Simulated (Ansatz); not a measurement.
SiC (model structure, started from the GeS type, Pnma, No. 62, 8 atoms in the cell), treated with PBEsol in Ansatz (PAW).

Settings: plane-wave cutoff 520 eV, 10×18×12 k mesh (along the axes of the cell as run), Fermi–Dirac smearing 0.05 eV, scalar-relativistic PAW data made under PBE.

The cell is the one relaxed with PBEsol. Conventional cell: a = 5.8115 Å, b = 3.1253 Å, c = 5.1902 Å, α = 90.00°, β = 90.00°, γ = 90.00°.

```
CELL_PARAMETERS angstrom
      5.81152     0.00000     0.00000
      0.00000     3.12531     0.00000
      0.00000     0.00000     5.19020
ATOMIC_POSITIONS crystal
  Si 0.15936 0.25000 0.40402
  Si 0.34064 0.75000 0.90402
  Si 0.84064 0.75000 0.59598
  Si 0.65936 0.25000 0.09598
  C  0.82444 0.25000 0.39626
  C  0.67556 0.75000 0.89626
  C  0.17556 0.75000 0.60374
  C  0.32444 0.25000 0.10374
```

Problem. List the 22 lowest band energies at Γ above −25 eV (eV, relative to the valence band maximum), grouping those that round alike.

Solution. At Γ: -15.31, -13.24, -12.08, -10.25, -7.29, -7.06, -5.48, -5.21, -4.18, -3.61, -2.18, -1.35, -0.97, -0.49, -0.17, 0.00, 3.02, 4.47, 4.91, 5.02, 5.35, 6.83.

Note: the relaxation could raise the start's symmetry but not lower it, so the cell can be a saddle point.

A model structure was made by putting elements into a prototype or built by hand; it is no filed structure, need not be a known phase, and can be a saddle point held by its symmetry.

Ansatz is a program for electronic structure.
